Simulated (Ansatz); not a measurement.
An Ansatz (a first-principles code) input (DFT with PBEsol-D3(BJ), PAW potentials and a 420 eV plane-wave cutoff in Ansatz, scalar-relativistic without spin-orbit coupling):

Ansatz 0.2 input:
```yaml
crystal:
  lattice:
    - [3.8589515315, 0, 0]
    - [0, 3.8589515315, 0]
    - [0, 0, 4.6664523779]
  atoms:
    - { symbol: Sn, position: [0.5, 0, 0.7461725107] }
    - { symbol: Sn, position: [0, 0.5, 0.2538274893] }
    - { symbol: O, position: [0.5, 0.5, 0] }
    - { symbol: O, position: [0, 0, 0] }
basis: { ecutwfc: 420, ecutrho_ratio: 4, xc_grid: 2, fft_grid_basis: typed }
kpoints: { mp_grid: { grid: [15, 15, 13] } }
hamiltonian:
  xc: pbesol
  dispersion: d3bj
  pseudopotentials: { kind: paw }
scf: { occupations: { method: fermi_dirac, width: 0.1 }, convergence: { dr2_threshold: 0.0000000004 } }
relax: { f_tol: 0.005, max_steps: 50 }
output: { forces: true, stress: true }
checkpoint: { write: state.ck, write_every: 1000 }
```

### Question
Which symmetry and how many k-points will the program report, and about how many plane waves at Γ?

### Answer
Space group P4/nmm (ITA 129) with 16 operations, k-points 252 of 2925, and 1335 plane waves at Γ.

### Question
And the final pressure?

### Answer
-3.57 GPa (compression positive).

The cells carry an imposed strain or load. No phonon test of stability was made. The cell was made from SnO (space group P4/nmm, No. 129; layered, stacked along the Cartesian z axis) by this change: isotropic strain +2.40 %.
